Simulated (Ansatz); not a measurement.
The starting structures come from a database of crystals and need not be the phases stable at ambient conditions.

By PBEsol, the system below comes out a metal.

A figure of merit of an interconnect metal is its ballistic conductance per area.

Data:

```xyz
3
Lattice="3.1129 0.0000 0.0000 0.0000 4.8698 0.0000 1.5564 0.0000 2.6958" Properties=species:S:1:pos:R:3 pbc="T T T"
Ta     3.1129     1.2404     1.7972
Ta     1.5564     3.6294     0.8986
N      0.0000     0.0000     0.0000
```

Space group of this cell: P-3m1, anti-CdI2 type. The cell is taken as given; by PBEsol its mean pressure is -9.2 GPa.

The current flows along the normal of the first two printed cell vectors, the (100) plane of the conventional cell. No spin-orbit coupling; the value is a mean over 0.1 eV about the Fermi level.

Task: Predict the ballistic conductance per area from PBEsol (Ansatz, a quantum-chemistry and plane-wave program).

Result: 0.70 × 10¹⁵ S/m² for both spins.
